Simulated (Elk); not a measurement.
Worked example: self-consistent single point of Mo2N (R-3m, 3 atoms in the cell) in Elk.

Method: LDA (PW92), all-electron FP-LAPW, Elk's shipped species files, LAPW+lo basis (Elk).

```xyz
3
Lattice="1.4148 0.8169 4.9121 -1.4148 0.8169 4.9121 0.0000 -1.6337 4.9121" Properties=species:S:1:pos:R:3 pbc="T T T"
Mo     0.0000     0.0000     3.5793
Mo     0.0000     0.0000    11.1569
N      0.0000     0.0000     0.0000
```

Reference input (self-consistent single point, DFT, PBEsol, all-electron FP-LAPW, Elk's shipped species files, LAPW+lo basis): xctype = 22; rgkmax = 7.5; stype = 3; swidth = 0.00367493 Ha; ngridk = 11 11 11; gmaxvr = 16 1/bohr; nxoapwlo = 1; rmtscf = 0.85. This run's input differs from it in these lines:

```diff
@@ -4,3 +4,3 @@
 xctype
-  22
+  3
```

Output (repeated stretches shortened):

```
│ Self-consistent loop started │
│ Loop number : 1 │
 total energy                :     -8142.20036730
│ Loop number : 2 │
 total energy                :     -8142.59252340
RMS change in Kohn-Sham potential (target) :   0.3283629365     (  0.1000000000E-05)
Absolute change in total energy (target)   :   0.3921561049     (  0.1000000000E-03)
│ Loop number : 3 │
 total energy                :     -8144.60609127
RMS change in Kohn-Sham potential (target) :   0.2693836105     (  0.1000000000E-05)
Absolute change in total energy (target)   :    2.111606895     (  0.1000000000E-03)
│ Loop number : 4 │
   [... lines left out ...]
Absolute change in total energy (target)   :   0.9991812922E-03 (  0.1000000000E-03)
│ Loop number : 15 │
 total energy                :     -8145.29584633
RMS change in Kohn-Sham potential (target) :   0.9366530487E-06 (  0.1000000000E-05)
Absolute change in total energy (target)   :   0.2951279057E-03 (  0.1000000000E-03)
│ Loop number : 16 │
 total energy                :     -8145.29579928
RMS change in Kohn-Sham potential (target) :   0.1158155408E-06 (  0.1000000000E-05)
Absolute change in total energy (target)   :   0.2672630035E-04 (  0.1000000000E-03)
Convergence targets achieved

│ Loop number : 17 │

Energies :
 Fermi                       :     0.604439017842
 total energy                :     -8145.29578738

Density of states at Fermi energy :    43.40171926
 (states/Hartree/unit cell)

Estimated indirect band gap :   0.4225454815E-03
 from k-point      7 to k-point    120
Estimated direct band gap   :   0.1397236610E-01
 at k-point    119

Charges :
 core                        :    58.00000000
 valence                     :    33.00000000
 interstitial                :    6.443941629
 muffin-tins (core leakage)
  species :    1 (Mo)
   atom    1                 :    39.38710970     (  0.7096899044E-05)
   atom    2                 :    39.38710970     (  0.7096899044E-05)
  species :    2 (N)
   atom    1                 :    5.781838971     (  0.3458627441E-05)
 total in muffin-tins        :    84.55605837
 total calculated charge     :    91.00531186
 total charge                :    91.00000000
 error                       :   0.5311861433E-02

│ Self-consistent loop stopped │
```

The run converged in 17 iterations. The count includes the last loop, which Elk runs after its targets are met. 

The starting cell comes from a database of computed structures (which also holds hypothetical and non-ambient phases and stackings), without a prior relaxation at this level. Its lattice was rescaled by a random factor within 2.5 % of one. Spin polarisation is off. Values depend on the basis (sphere radii, cutoffs, local orbitals), which need not be converged. The log's line on a gap gives a spacing of levels on this mesh, which the program prints for metals too.

Cost on one core of a shared machine: roughly 2 min.
